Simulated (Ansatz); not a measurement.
Relaxation of the outer planes of the (10-10) surface of hcp Zr in its 1x1 cell, outermost plane spacing 0.93 Å in the ideal cut.

Level of theory: PBE (plane waves to 420 eV, PAW; Ansatz, a first-principles code).

Model: 10-atom slab, 12.1 Å thick at the start, 12x7x1 mesh, Fermi-Dirac 0.1 eV, dipole correction, all atoms relaxed; symmetry of the start imposed; no spin, no spin-orbit, no U.

```json
[
 {"plane": "1", "atoms": "Zr", "bulk spacing to the next (Å)": "0.933", "relaxed spacing (Å)": "0.862", "change (%)": "-7.7", "rumpling (Å)": "0.00"},
 {"plane": "2", "atoms": "Zr", "bulk spacing to the next (Å)": "1.866", "relaxed spacing (Å)": "1.803", "change (%)": "-3.4", "rumpling (Å)": "0.00"}
]
```
